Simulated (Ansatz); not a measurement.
## What pressure 18 GPa does to Au

Take Au in the fcc (Cu type) structure (space group Fm-3m, No. 225; a = 4.0833 Å) as the base.

It is then changed as follows: cell and atoms relaxed at a pressure of 18 GPa.

Method: PBEsol, PAW, 420 eV (Ansatz, a program for electronic structure; no spin-orbit coupling), earlier PAW set. Γ-centred 20×20×20 mesh, Fermi–Dirac width 0.05 eV.

| quantity | base | changed | shift |
|---|---|---|---|
| volume per atom | 17.02 Å³ | 15.68 Å³ | -1.34 Å³ |
| density | 19.22 g/cm³ | 20.86 g/cm³ | +1.64 g/cm³ |
| lattice parameter a | 4.083 Å | 3.973 Å | -0.110 Å |
| enthalpy H = E + PV relative to the base's energy | – | +1.83 eV/atom | – |
| band gap | zero | zero | – |

Load acts through the strain it causes; cell and atoms are relaxed under it. Stability against distortions was not tested. No other phases were tried under pressure.
